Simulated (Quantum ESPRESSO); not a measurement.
Quantum ESPRESSO run on LaSi2Ag2 (I4mm, 5 atoms in the cell): self-consistent single point.

Level of theory: LDA (PZ), GBRV 1.5 ultrasoft (LDA) pseudopotentials (plane waves; Quantum ESPRESSO).

```xyz
5
Lattice="2.1632 -2.1632 5.3560 2.1632 2.1632 5.3560 -2.1632 -2.1632 5.3560" Properties=species:S:1:pos:R:3 pbc="T T T"
La     0.0000     0.0000     0.0500
Si     0.0000     0.0000     6.5302
Si     0.0000     0.0000     4.1819
Ag     0.0000     2.1632     2.6780
Ag    -2.1632     0.0000     2.6780
```

Reference input (self-consistent single point, DFT, LDA (PZ), plane waves, GBRV 1.5 ultrasoft (LDA) pseudopotentials): ecutwfc = 40 Ry; ecutrho = 320 Ry; occupations = smearing; smearing = fermi-dirac; degauss = 0.0073499 Ry; potentials = {La: la_lda_v1.uspp.F.UPF, Si: si_lda_v1.uspp.F.UPF, Ag: ag_lda_v1.4.uspp.F.UPF}; K_POINTS = automatic 5 5 5 0 0 0; conv_thr = 1e-09 Ry; mixing_beta = 0.3. This run's input differs from it in these lines:

```diff
@@ -18,3 +18,3 @@
  smearing = 'fermi-dirac'
- degauss = 0.0073499
+ degauss = 0.02205
 /
@@ -35,3 +35,3 @@
 K_POINTS {automatic}
-5 5 5  0 0 0
+7 7 7  0 0 0
```

Output (repeated stretches shortened):

```
     Self-consistent Calculation

     iteration #  1     ecut=    40.00 Ry     beta= 0.30

     negative rho (up, down):  2.121E-02 0.000E+00

     total energy              =    -709.41614855 Ry
     estimated scf accuracy    <       9.88526814 Ry

     iteration #  2     ecut=    40.00 Ry     beta= 0.30

     negative rho (up, down):  2.891E-02 0.000E+00

     total energy              =    -712.98853362 Ry
     estimated scf accuracy    <       3.43476584 Ry

     iteration #  3     ecut=    40.00 Ry     beta= 0.30

     negative rho (up, down):  3.919E-02 0.000E+00

     total energy              =    -713.03630618 Ry
     estimated scf accuracy    <       0.56977217 Ry

   [... 9 blocks of this kind left out ...]

     iteration # 13     ecut=    40.00 Ry     beta= 0.30

     negative rho (up, down):  6.072E-02 0.000E+00

     total energy              =    -713.09038871 Ry
     estimated scf accuracy    <       0.00000001 Ry

     iteration # 14     ecut=    40.00 Ry     beta= 0.30

     negative rho (up, down):  6.072E-02 0.000E+00
     End of self-consistent calculation

     the Fermi energy is    12.8277 ev

!    total energy              =    -713.09038872 Ry
     estimated scf accuracy    <          5.5E-10 Ry
     smearing contrib. (-TS)   =      -0.03696496 Ry
     internal energy E=F+TS    =    -713.05342376 Ry

     convergence has been achieved in  14 iterations

     negative rho (up, down):  6.072E-02 0.000E+00

     Forces acting on atoms (cartesian axes, Ry/au):

     atom    1 type  1   force =     0.00000000    0.00000000   -0.00846554
     atom    2 type  2   force =     0.00000000    0.00000000    0.01418460
     atom    3 type  2   force =     0.00000000    0.00000000   -0.01254193
     atom    4 type  3   force =     0.00000000    0.00000000    0.00341143
     atom    5 type  3   force =     0.00000000    0.00000000    0.00341143

     Total force =     0.021294     Total SCF correction =     0.000023

     negative rho (up, down):  6.072E-02 0.000E+00
          total   stress  (Ry/bohr**3)                   (kbar)     P=      -72.99
  -0.00049026  -0.00000000   0.00000000          -72.12       -0.00        0.00
  -0.00000000  -0.00049026  -0.00000000           -0.00      -72.12       -0.00
   0.00000000  -0.00000000  -0.00050809            0.00       -0.00      -74.74

   JOB DONE.
```

The run converged in 14 iterations. Against the reference run the free energy falls by 40.8 meV/atom, the pressure goes from -7.65 to -7.30 GPa and the largest force goes from 0.405 to 0.365 eV/Å. The full log also holds: “c_bands:  3 eigenvalues not converged”. The full log also holds: “c_bands:  2 eigenvalues not converged”.

The starting cell comes from a database of computed structures (which also holds hypothetical and non-ambient phases and stackings), without a prior relaxation at this level. Its lattice was rescaled by up to half a per cent. One atom was moved a little off its site on purpose. With a pressure of about -7 GPa the cell is away from its equilibrium volume at this level.

Cost on one core of a shared machine: roughly 3 min.
